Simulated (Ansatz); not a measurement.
The parent structure is ZnS in the zinc blende structure (space group F-43m, No. 216; a = 5.2968 Å). Axes: x, y, z lie along the cube axes.

Method: Kohn–Sham DFT with the LDA functional, run in Ansatz (a program for electronic structure) with PAW and 420 eV plane waves, no SOC.

Strains are applied to the cell and any free atomic positions relax; under biaxial strain the out-of-plane vector relaxes too.

One change was made to it. Results:

| quantity | base | after |
|---|---|---|
| valence-band top at Γ (three highest levels, from the VBM) | 0.00, 0.00, 0.00 eV | 0.00, -0.19, -0.19 eV |
| energy relative to the base (free energy F) | 0 meV/atom | +6.9 meV/atom |
| band gap | 2.13 eV | 1.92 eV |

Which of these changes matches the shifts?
(A) biaxial strain +2.50 %, plane normal [001], relaxed out of plane
(B) biaxial strain −3.00 %, plane normal [001], relaxed out of plane
(C) biaxial strain −1.00 %, plane normal [001], relaxed out of plane
(D) biaxial strain +1.50 %, plane normal [001], relaxed out of plane
(E) biaxial strain −2.50 %, plane normal [001], relaxed out of plane

A, biaxial strain +2.50 %, plane normal [001], relaxed out of plane. For comparison, the band gap in the other runs: biaxial strain −2.50 %, plane normal [001], relaxed out of plane gives 2.14 eV; biaxial strain −1.00 %, plane normal [001], relaxed out of plane gives 2.13 eV; biaxial strain +1.50 %, plane normal [001], relaxed out of plane gives 2.00 eV; biaxial strain −3.00 %, plane normal [001], relaxed out of plane gives 2.14 eV.

Stability against distortions was not tested.
